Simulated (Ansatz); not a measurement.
This Ansatz (a program for electronic structure) input is the reference run, ZrN in the rock salt structure (space group Fm-3m, No. 225), computed with PBEsol/PAW in Ansatz, spin-orbit coupling left out:

Ansatz 0.2 input:
```yaml
crystal:
  lattice:
    - [0, 2.2761208447, 2.2761208447]
    - [2.2761208447, 0, 2.2761208447]
    - [2.2761208447, 2.2761208447, 0]
  atoms:
    - { symbol: N, position: [0, 0, 0] }
    - { symbol: Zr, position: [0.5, 0.5, 0.5] }
basis: { ecutwfc: 420, ecutrho_ratio: 4, xc_grid: 2, fft_grid_basis: typed }
kpoints: { mp_grid: { grid: [18, 18, 18] } }
hamiltonian:
  xc: pbesol
  dispersion: none
  pseudopotentials: { kind: paw }
scf: { occupations: { method: fermi_dirac, width: 0.05 }, convergence: { dr2_threshold: 0.0000000002 } }
output: { forces: true, stress: true }
checkpoint: { write: state.ck, write_every: 1000 }
```

Question: Write the input for this change: every lattice vector is stretched by 1.47 %, atoms relaxed at fixed cell.

Answer: 
Ansatz 0.2 input:
```yaml
crystal:
  lattice:
    - [0, 2.3095798211, 2.3095798211]
    - [2.3095798211, 0, 2.3095798211]
    - [2.3095798211, 2.3095798211, 0]
  atoms:
    - { symbol: N, position: [0, 0, 0] }
    - { symbol: Zr, position: [0.5, 0.5, 0.5] }
basis: { ecutwfc: 420, ecutrho_ratio: 4, xc_grid: 2, fft_grid_basis: typed }
kpoints: { mp_grid: { grid: [18, 18, 18] } }
hamiltonian:
  xc: pbesol
  dispersion: none
  pseudopotentials: { kind: paw }
scf: { occupations: { method: fermi_dirac, width: 0.05 }, convergence: { dr2_threshold: 0.0000000002 } }
relax: { f_tol: 0.005, max_steps: 50 }
output: { forces: true, stress: true }
checkpoint: { write: state.ck, write_every: 1000 }
```
This is the input that was run.

The cells carry an imposed strain or load. Whether these cells are dynamically stable was not tested. All final runs are without spin polarisation. An odd electron count without spin: ZrN.
